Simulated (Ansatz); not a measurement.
```xyz
8
Lattice="13.5000 0.0000 0.0000 0.0000 13.5000 0.0000 0.0000 0.0000 4.8924" Properties=species:S:1:pos:R:3 pbc="T T T"
Sr     5.4955     5.4955     0.0000
O      5.6043     5.6043     2.4462
O      5.6043     7.8957     0.0000
Sr     5.4955     8.0045     2.4462
O      7.8957     5.6043     0.0000
Sr     8.0045     5.4955     2.4462
Sr     8.0045     8.0045     0.0000
O      7.8957     7.8957     2.4462
```

All values below come from PBE (plane waves to 420 eV, PAW; Ansatz, a quantum-chemistry and plane-wave program). Mesh 1×1×62. No spin polarisation. It repeats along c; a and b span vacuum. A hypothetical model. It keeps the symmetry and period of its start, so it need not be a minimum against all distortions.

**Question.** Tabulate the two highest filled and two lowest empty levels along the axis, from the valence top.

**Answer.** 
| k (2π/c) | v2 (eV) | v1 (eV) | c1 (eV) | c2 (eV) |
|---|---|---|---|---|
| 0.000 | -0.19 | 0.00 | 1.79 | – |
| 0.042 | -0.21 | -0.03 | 1.80 | – |
| 0.083 | -0.27 | -0.13 | 1.83 | – |
| 0.125 | -0.35 | -0.28 | 1.89 | – |
| 0.167 | -0.46 | -0.46 | 1.97 | – |
| 0.208 | -0.56 | -0.56 | 2.07 | – |
| 0.250 | -0.63 | -0.63 | – | – |
| 0.292 | -0.68 | -0.68 | – | – |
| 0.333 | -0.71 | -0.71 | – | – |
| 0.375 | -0.74 | -0.74 | – | – |
| 0.417 | -0.76 | -0.76 | – | – |
| 0.458 | -0.77 | -0.77 | – | – |
| 0.500 | -0.77 | -0.77 | – | – |
A dash stands for levels within 1 eV of the vacuum level or above it.
